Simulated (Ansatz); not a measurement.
**Short convergence ladders for MnS (P3m1, 4 atoms in the cell)**

```
MnS
1.0
    3.97335     0.00000     0.00000
   -1.98667     3.44102     0.00000
    0.00000     0.00000     6.37424
Mn S
2 2
Direct
  0.33333   0.66667   0.00668
  0.66667   0.33333   0.49886
  0.66667   0.33333   0.12615
  0.33333   0.66667   0.62614
```
Moments meant for the start (each program seeds them in its own way; μB, in the order of the atoms Mn Mn S S): 4.0 4.0 0.0 0.0.

Base method: LDA (PW92), default PAW files made with PBE (plane waves; Ansatz, a quantum-chemistry and plane-wave program).

Base settings: basis.ecutwfc = 420 eV; kpoints.mp_grid.grid = 7 7 3; hamiltonian.xc = lda; hamiltonian.pseudopotentials = {kind: paw} (the program's default PAW files); magnetization.spin_polarized = true; scf.occupations.method = fermi_dirac; scf.occupations.width = 0.1 eV.

The count of work is k-points × plane waves × bands × iterations; it is no time. Core times come from one kind of shared machine, to one figure; runs under 30 s give none.

**The cutoff for other potential files**

Level: DFT, LDA (PW92), plane waves, harder PAW files (source: ansatz) made with PBE.

In this ladder: hamiltonian.pseudopotentials = {kind: paw, source: ansatz}.

The second cell is the first with its lattice scaled by 0.98.

The mesh stays at the base's, so the ladder's end is converged at best in this setting alone.

The first pressure column holds Ansatz's estimate of the finite-basis (Pulay) stress, which hides part of the cutoff error; the other is without it.

Only quantities that move along the ladder and can be compared are tabulated.

```tsv
basis.ecutwfc	free energy less the last step's (meV/atom)	energy of the compressed cell less the first (meV/atom)	pressure (GPa)	pressure without the Pulay estimate (GPa)	largest difference of a force vector from the last step's (eV/Å)	count of work / last	core time / last (rough)
325 eV	3208.72	-65.38	-8.54	-109.37	0.081	0.11	–
395 eV	804.20	-59.68	-8.31	-39.44	0.055	0.14	–
505 eV	77.41	-50.94	-7.44	-11.77	0.006	0.22	0.2
610 eV	6.00	-49.41	-7.34	-7.80	0.001	0.28	0.3
720 eV	0.57	-49.33	-7.33	-7.36	0.000	0.36	0.4
865 eV	0.15	-49.32	-7.33	-7.34	0.000	0.47	0.4
1080 eV	0.06	-49.33	-7.33	-7.33	0.000	0.68	0.7
1440 eV	0.00	-49.33	-7.33	-7.33	0.000	1.0	1
```

Coarsest basis.ecutwfc that holds the free energy within 1 meV/atom of the last step, with all finer ones: 720 eV, at 0.36 of the last step's count of work and about 0.4 of the last step's time; the step before is off by 6.0 meV/atom.

Coarsest basis.ecutwfc that holds the pressure within 0.5 GPa of the last step, with all finer ones: 505 eV, at 0.22 of the last step's count of work and about 0.2 of the last step's time; the step before is off by 0.98 GPa.

Coarsest basis.ecutwfc that holds the forces within 0.005 eV/Å of the last step, with all finer ones: 610 eV, at 0.28 of the last step's count of work and about 0.3 of the last step's time; the step before is off by 0.006 eV/Å.

The energy difference between the two cells stays within 1 meV/atom of the last step's from 610 eV on, the total only from 720 eV on: much of the error is common to both cells and cancels.

At the lowest cutoff the pressure without the Pulay estimate lies 102 GPa under the last step's, the usual sign of Pulay stress in an incomplete plane-wave basis.

**The relaxed cell against the cutoff**

On MnS (P6_3mc, 4 atoms in the cell): atoms on their sites.

In this ladder: relax = cell and atoms.

The mesh stays at the base's, so the ladder's end is converged at best in this setting alone.

Only quantities that move along the ladder and can be compared are tabulated.

```tsv
basis.ecutwfc	relaxed volume (Å³/atom)	relaxation steps	core time / last (rough)
295 eV	18.610	15	0.5
355 eV	18.370	11	0.5
420 eV	18.352	7	0.5
505 eV	18.354	7	0.6
630 eV	18.355	7	0.7
840 eV	18.352	7	1
```

Coarsest basis.ecutwfc that holds the relaxed volume within 0.037 Å³/atom of the last step, with all finer ones: 355 eV; the step before is off by 0.26 Å³/atom.

At the lowest cutoff the cell relaxes to a volume 1.4 % larger than at the highest. Ansatz relaxes on a stress corrected for the finite basis.

On the base run: the starting cell comes from a database of computed structures (which also holds hypothetical and non-ambient phases and stackings), without a prior relaxation at this level. Its lattice was rescaled by up to half a per cent. One atom was moved a little off its site on purpose. The magnetic order is the one reached from the typed start; others were not searched systematically. The program warned that a starting moment was not kept.

Left out of this page: 2 runs of the series stopped by limits of time or memory.

Keys are those of Ansatz 0.2.
